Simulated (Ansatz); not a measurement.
# HfSi2: pressure series

The reference is HfSi2 (space group Cmcm, No. 63; a = 3.650 Å, b = 14.350 Å, c = 3.635 Å).

Cell and atoms are relaxed at each pressure.

Computed with PBEsol in Ansatz (plane waves to 420 eV, PAW, no SOC).

Notes on the quantities. enthalpy: H = E + PV relative to the base's energy.

```tsv
variant	enthalpy	volume per atom
base	–	15.87 Å³
pressure −2 GPa	-0.20 eV/atom	16.11 Å³
pressure −1 GPa	-0.10 eV/atom	…
pressure 3 GPa	+0.29 eV/atom	15.54 Å³
pressure 7 GPa	+0.68 eV/atom	15.14 Å³
pressure 15 GPa	+1.42 eV/atom	…
pressure 30 GPa	+2.72 eV/atom	…
pressure 50 GPa	+4.35 eV/atom	12.57 Å³
pressure 75 GPa	+6.24 eV/atom	…
pressure 100 GPa	+8.01 eV/atom	11.05 Å³
```

Q: What belongs in the blanks?

A: 
- pressure −1 GPa, volume per atom: 15.99 Å³
- pressure 15 GPa, volume per atom: 14.47 Å³
- pressure 30 GPa, volume per atom: 13.51 Å³
- pressure 75 GPa, volume per atom: 11.71 Å³

Load acts through the strain it causes; cell and atoms are relaxed under it. Whether these cells are dynamically stable was not tested. Competing high-pressure phases were not computed. All final runs are without spin polarisation.

Ansatz is a program for electronic structure.
